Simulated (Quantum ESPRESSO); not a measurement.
Input and output of a self-consistent single point for Hf2P2O9 (C2/m, 26 atoms in the cell) (Quantum ESPRESSO).

Method: PBEsol, GBRV 1.5 ultrasoft (PBESOL) pseudopotentials (plane waves; Quantum ESPRESSO 7.5).

```
CELL_PARAMETERS angstrom
      6.80835    -3.28309     0.00000
      6.80835     3.28309     0.00000
     -6.65566     0.00000     7.47648
ATOMIC_POSITIONS crystal
  Hf 0.68399 0.68399 0.63514
  Hf 0.31601 0.31601 0.36486
  Hf 0.94258 0.94258 0.09671
  Hf 0.05742 0.05742 0.90329
  P  0.59215 0.59215 0.83685
  P  0.40785 0.40785 0.16315
  P  0.16988 0.16988 0.54338
  P  0.83012 0.83012 0.45662
  O  0.51515 0.51515 0.63321
  O  0.48485 0.48485 0.36679
  O  0.27352 0.27352 0.52548
  O  0.72648 0.72648 0.47452
  O  0.73340 0.73340 0.90482
  O  0.26660 0.26660 0.09518
  O  0.00545 0.62487 0.35708
  O  0.99455 0.37513 0.64292
  O  0.37513 0.99455 0.64292
  O  0.62487 0.00545 0.35708
  O  0.62042 0.24130 0.10293
  O  0.37958 0.75870 0.89707
  O  0.75870 0.37958 0.89707
  O  0.24130 0.62042 0.10293
  O  0.11456 0.11456 0.15687
  O  0.88544 0.88544 0.84313
  O  0.03249 0.03249 0.35648
  O  0.96751 0.96751 0.64352
```

Reference input (self-consistent single point, DFT, PBEsol, plane waves, GBRV 1.5 ultrasoft (PBESOL) pseudopotentials): ecutwfc = 40 Ry; ecutrho = 320 Ry; occupations = fixed; potentials = {Hf: hf_pbesol_v1.uspp.F.UPF, P: p_pbesol_v1.5.uspp.F.UPF, O: o_pbesol_v1.2.uspp.F.UPF}; K_POINTS = automatic 3 3 2 0 0 0; nbnd = 90; conv_thr = 1e-09 Ry. This run's input differs from it in these lines:

```diff
@@ -11,4 +11,4 @@
     ntyp = 3,
-    ecutwfc = 40,
-    ecutrho = 320,
+    ecutwfc = 32,
+    ecutrho = 256,
     occupations = 'fixed',
```

The program printed (abridged):

```
     Self-consistent Calculation

     iteration #  1     ecut=    32.00 Ry     beta= 0.70

     negative rho (up, down):  4.415E-01 0.000E+00

     total energy              =   -1276.88941222 Ry
     estimated scf accuracy    <       5.35557836 Ry

     iteration #  2     ecut=    32.00 Ry     beta= 0.70

     negative rho (up, down):  4.446E-01 0.000E+00

     total energy              =   -1277.34852343 Ry
     estimated scf accuracy    <       6.83699613 Ry

     iteration #  3     ecut=    32.00 Ry     beta= 0.70

     negative rho (up, down):  4.483E-01 0.000E+00

     total energy              =   -1278.96937485 Ry
     estimated scf accuracy    <       0.76062640 Ry

   [... 9 blocks of this kind left out ...]

     iteration # 13     ecut=    32.00 Ry     beta= 0.70

     negative rho (up, down):  4.544E-01 0.000E+00

     total energy              =   -1279.08936734 Ry
     estimated scf accuracy    <          1.8E-09 Ry

     iteration # 14     ecut=    32.00 Ry     beta= 0.70

     negative rho (up, down):  4.544E-01 0.000E+00
     End of self-consistent calculation

     highest occupied, lowest unoccupied level (ev):     5.2323   10.2487

!    total energy              =   -1279.08936734 Ry
     estimated scf accuracy    <          4.5E-10 Ry

     convergence has been achieved in  14 iterations

     negative rho (up, down):  4.544E-01 0.000E+00

     Forces acting on atoms (cartesian axes, Ry/au):

     atom    1 type  1   force =    -0.00443951    0.00000000    0.00013041
     atom    2 type  1   force =     0.00443951    0.00000000   -0.00013041
     atom    3 type  1   force =    -0.00110293    0.00000000   -0.00046754
     atom    4 type  1   force =     0.00110293    0.00000000    0.00046754
     atom    5 type  2   force =     0.00363357   -0.00000000   -0.00470424
   [... 17 lines left out ...]
   [... lines left out ...]
     Total force =     0.096108     Total SCF correction =     0.000073
   [... lines left out ...]

     negative rho (up, down):  4.544E-01 0.000E+00
          total   stress  (Ry/bohr**3)                   (kbar)     P=      -13.14
  -0.00009694   0.00000000  -0.00000166          -14.26        0.00       -0.24
   0.00000000  -0.00006811   0.00000000            0.00      -10.02        0.00
  -0.00000166   0.00000000  -0.00010301           -0.24        0.00      -15.15

   JOB DONE.
```

The run converged in 14 iterations. Against the reference run the free energy goes up by 45.2 meV/atom, the pressure goes from 2.90 to -1.31 GPa, the largest force hardly changes (0.651 to 0.660 eV/Å) and the gap on the mesh stays at 5.016 eV.

The starting cell comes from a database of computed structures (which also holds hypothetical and non-ambient phases and stackings), without a prior relaxation at this level. Spin-orbit coupling is off.

Cost on one core of a shared machine: roughly 4 min.
